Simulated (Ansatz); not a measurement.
Consider Si in the diamond structure (space group Fd-3m, No. 227).

```yaml
crystal:
  lattice:
    - [0.00000, 2.70105, 2.70105]
    - [2.70105, 0.00000, 2.70105]
    - [2.70105, 2.70105, 0.00000]
  atoms:
    - { symbol: Si, position: [0.00000, 0.00000, 0.00000] }
    - { symbol: Si, position: [0.25000, 0.25000, 0.25000] }
```

Cartesian axes are those of the cell as printed.

Method: LDA (Ansatz, a quantum-chemistry and plane-wave program; PAW; 420 eV plane waves; scalar-relativistic without spin-orbit coupling).

Strains are applied to the cell and any free atomic positions relax; under biaxial strain the out-of-plane vector relaxes too.

One change was made to it. Results:

The smallest direct gap shrinks by 0.03 eV (2.53 eV → 2.50 eV); the valence-band top at Γ (three highest levels, from the VBM) goes from 0.00, 0.00, 0.00 eV to 0.00, 0.00, -0.06 eV.

Task: Which change produced these results?
(A) biaxial strain −2.00 %, plane normal [001], relaxed out of plane
(B) biaxial strain −1.50 %, plane normal [001], relaxed out of plane
(C) biaxial strain −0.50 %, plane normal [001], relaxed out of plane
(D) biaxial strain +1.00 %, plane normal [001], relaxed out of plane

Result: C, biaxial strain −0.50 %, plane normal [001], relaxed out of plane. For comparison, the valence-band top at Γ in the other runs: biaxial strain +1.00 %, plane normal [001], relaxed out of plane gives 0.00, -0.12, -0.12 eV; biaxial strain −2.00 %, plane normal [001], relaxed out of plane gives 0.00, 0.00, -0.27 eV; biaxial strain −1.50 %, plane normal [001], relaxed out of plane gives 0.00, 0.00, -0.20 eV.

No phonon test of stability was made. The zero or small gap of Si under biaxial strain +1.00 %, plane normal [001], relaxed out of plane, Si under biaxial strain −2.00 %, plane normal [001], relaxed out of plane and Si under biaxial strain −1.50 %, plane normal [001], relaxed out of plane can change with the level of theory.
